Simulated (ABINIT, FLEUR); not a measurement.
A FLEUR input for a self-consistent single point of TlF (P4/nmm, 4 atoms in the cell) (DFT, LDA (Perdew-Zunger), all-electron FLAPW (FLEUR), scalar-relativistic valence):

Input of the input generator:

```
TlF FLAPW
&input film=f /
6.8316452892 0.0000000000 0.0000000000
0.0000000000 6.8316452892 0.0000000000
0.0000000000 0.0000000000 11.5256437245
1.0
1.0 1.0 1.0

4
81 -0.0000000000 0.5000000000 0.7441700000
81 0.5000000000 0.0000000000 0.2558300000
9 0.5000000000 -0.0000000000 0.8642300000
9 0.0000000000 0.5000000000 0.1357700000

&comp jspins=1 /
&exco xctyp='pz' /
&kpt div1=5 div2=5 div3=3 /
&end /
```

```xml
<?xml version="1.0" encoding="UTF-8" standalone="no"?>
<fleurInput fleurInputVersion="0.39">
   <comment>
      TlF FLAPW                                                                                           
   </comment>
   <calculationSetup>
      <cutoffs Kmax="3.9" Gmax="15.6" GmaxXC="15.6" numbands="0"/>
      <scfLoop itmax="100" minDistance="0.00001" maxIterBroyd="15" imix="Anderson" alpha="0.05" precondParam="0.0" spinf="2.0"/>
      <coreElectrons ctail="T" frcor="F" kcrel="0" coretail_lmax="0"/>
      <xcFunctional name="pz" relativisticCorrections="F"/>
      <magnetism jspins="1"/>
      <soc l_soc="F" theta="0.0" phi="0.0" spav="F"/>
      <expertModes spex="0" secvar="F"/>
      <geometryOptimization l_f="T" forcealpha="1.0" forcemix="BFGS" epsdisp="0.00001" epsforce="0.00001"/>
      <ldaU l_linMix="F" mixParam="0.05" spinf="1.0"/>
   </calculationSetup>
   <cell>
      <bzIntegration valenceElectrons="40.0" mode="hist" fermiSmearingEnergy="0.0001">
         <kPointListSelection listName="default-1"/>
         <!-- k-points included here -->
         <xi:include xmlns:xi="http://www.w3.org/2001/XInclude" href="kpts.xml"> </xi:include>
      </bzIntegration>
      <!-- symmetry operations included here -->
      <xi:include xmlns:xi="http://www.w3.org/2001/XInclude" href="sym.xml"> </xi:include>
      <bulkLattice scale="1.0">
         <bravaisMatrix>
            <row-1>    6.8316452891999999     0.0000000000000000     0.0000000000000000</row-1>
            <row-2>    0.0000000000000000     6.8316452891999999     0.0000000000000000</row-2>
            <row-3>    0.0000000000000000     0.0000000000000000    11.5256437245000001</row-3>
         </bravaisMatrix>
      </bulkLattice>
   </cell>
   <atomSpecies>
      <species name="Thallium (Tl)" element="Tl" atomicNumber="81">
         <mtSphere radius="2.63" gridPoints="925" logIncrement="0.015"/>
         <atomicCutoffs lmax="10" lnonsphr="8"/>
         <electronConfig flipSpins="F">
            <coreConfig>(1s1/2) (2s1/2) (2p1/2) (2p3/2) (3s1/2) (3p1/2) (3p3/2) (4s1/2) (3d3/2) (3d5/2) (4p1/2) (4p3/2) (5s1/2) (4d3/2) (4d5/2) (4f5/2) (4f7/2) (5p1/2) (5p3/2)</coreConfig>
            <valenceConfig>(6s1/2) (5d3/2) (5d5/2) (6p1/2) (6p3/2)</valenceConfig>
            <stateOccupation state="(6p1/2)" spinUp="0.1666666666667" spinDown="0.1666666666667"/>
            <stateOccupation state="(6p3/2)" spinUp="0.3333333333333" spinDown="0.3333333333333"/>
         </electronConfig>
         <energyParameters s="6" p="6" d="6" f="5"/>
         <lo type="SCLO" l="2" n="5" eDeriv="0"/>
      </species>
      <species name="Fluorine (F)" element="F" atomicNumber="9">
         <mtSphere radius="1.52" gridPoints="537" logIncrement="0.02"/>
         <atomicCutoffs lmax="6" lnonsphr="4"/>
         <electronConfig flipSpins="F">
            <coreConfig>(1s1/2)</coreConfig>
            <valenceConfig>(2s1/2) (2p1/2) (2p3/2)</valenceConfig>
            <stateOccupation state="(2p1/2)" spinUp="0.8333333333333" spinDown="0.8333333333333"/>
            <stateOccupation state="(2p3/2)" spinUp="1.6666666666667" spinDown="1.6666666666667"/>
         </electronConfig>
         <energyParameters s="2" p="2" d="3" f="4"/>
      </species>
   </atomSpecies>
   <atomGroups>
      <atomGroup species="Thallium (Tl)">
         <relPos label="                   1">-1.000/4.000 1.000/4.000 -.2558300000</relPos>
         <relPos label="                   2">1.000/4.000 -1.000/4.000 .2558300000</relPos>
         <force calculate="T" relaxXYZ="TTT"/>
      </atomGroup>
      <atomGroup species="Fluorine (F)">
         <relPos label="                   3">1.000/4.000 -1.000/4.000 -.1357700000</relPos>
         <relPos label="                   4">-1.000/4.000 1.000/4.000 .1357700000</relPos>
         <force calculate="T" relaxXYZ="TTT"/>
      </atomGroup>
   </atomGroups>
   <output dos="F" band="F" slice="F">
      <checks vchk="F" cdinf="F"/>
      <bandDOS minEnergy="-.5*Htr" maxEnergy="0.5*Htr" sigma="0.015" storeEVData="T"/>
      <vacuumDOS vacdos="F" integ="F" star="F" nstars="0" locx1="0.0" locy1="0.0" locx2="0.0" locy2="0.0" nstm="0" tworkf="0.0"/>
      <unfoldingBand unfoldBand="F" supercellX="1" supercellY="1" supercellZ="1"/>
      <plotting iplot="0" polar="F">
         <plot TwoD="T" vec1="  1.0  0.0  0.0" vec2="  0.0  1.0  0.0" vec3="  0.0  0.0  1.0" zero="  0.0  0.0  0.0" file="plot"/>
      </plotting>
      <chargeDensitySlicing numkpt="0" minEigenval="0.0" maxEigenval="0.0" nnne="0" pallst="F"/>
      <specialOutput eonly="F"/>
      <magneticCircularDichroism mcd="F" energyLo="-10.0" energyUp="0.0"/>
   </output>
  <!-- We include the file relax.xml here to enable relaxations (see documentation) -->
  <xi:include xmlns:xi="http://www.w3.org/2001/XInclude" href="relax.xml"> <xi:fallback/> </xi:include>
</fleurInput>
```

Give the ABINIT input for the same structure, mesh, smearing and functional.

One input that does it (others would too):

```
# TlF, PseudoDojo nc-sr-04 LDA standard
pp_dirpath "./"
pseudos "Tl.upf, F.upf"
acell 3.6151510000 3.6151510000 6.0991080000 Angstrom
rprim
         1.0000000000    0.0000000000    0.0000000000
         0.0000000000    1.0000000000    0.0000000000
         0.0000000000    0.0000000000    1.0000000000
natom 4
ntypat 2
znucl 81 9
typat 1 1 2 2
xcart
         0.0000000000    3.4158226446    8.5770382905
         3.4158226446    0.0000000000    2.9486054340
         3.4158226446    0.0000000000    9.9608070760
         0.0000000000    3.4158226446    1.5648366485
ecut 42 Ha
occopt 1
nband 24
kptopt 1
ngkpt 5 5 3
nshiftk 1
shiftk 0 0 0
nstep 80
tolvrs 1.0e-12
prtwf 0
prtden 0
prtvol 1
enunit 2
```

Basis, cutoffs, solver keys and any potentials are the target program's own. This input uses DFT, LDA (PW92), plane waves, norm-conserving pseudopotentials (PseudoDojo nc-sr-04 LDA standard). LDA parametrisations can differ slightly between programs.

The starting cell comes from a database of computed structures (which also holds hypothetical and non-ambient phases and stackings), without a prior relaxation at this level. For this run, on top of that: lattice scaled by 0.98.
